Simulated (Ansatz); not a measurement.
# SiS2, pressure series

Consider SiS₂ (space group Ibam, No. 72; a = 6.3657 Å, b = 11.1269 Å, c = 5.5927 Å; made of chains).

Cell and atoms are relaxed at each pressure.

The values are results of Kohn–Sham DFT with the PBE functional, run in Ansatz (a first-principles code) with PAW and 420 eV plane waves, scalar-relativistic without spin-orbit coupling, not measurements.

Notes on the quantities. enthalpy: H = E + PV relative to the base's energy.

```tsv
case	enthalpy	width of the top valence band	band gap	density
base	–	0.75 eV	3.10 eV	1.55 g/cm³
pressure 0.3 GPa	+0.06 eV/atom	0.77 eV	2.95 eV	1.77 g/cm³
pressure 0.7 GPa	+0.13 eV/atom	0.81 eV	2.85 eV	1.91 g/cm³
pressure 1.5 GPa	+0.25 eV/atom	0.87 eV	2.70 eV	2.07 g/cm³
pressure 3 GPa	+0.47 eV/atom	0.99 eV	2.48 eV	2.26 g/cm³
pressure 5 GPa	+0.74 eV/atom	1.07 eV	2.30 eV	2.43 g/cm³
pressure 7.5 GPa	+1.06 eV/atom	1.10 eV	2.18 eV	2.59 g/cm³
pressure 10 GPa	+1.36 eV/atom	1.11 eV	2.12 eV	2.72 g/cm³
```

Load acts through the strain it causes; cell and atoms are relaxed under it. Whether these cells are dynamically stable was not tested. No other phases were tried under pressure. No dispersion term is included, though the crystal is made of layers, chains or molecules, so its spacings can come out too wide.
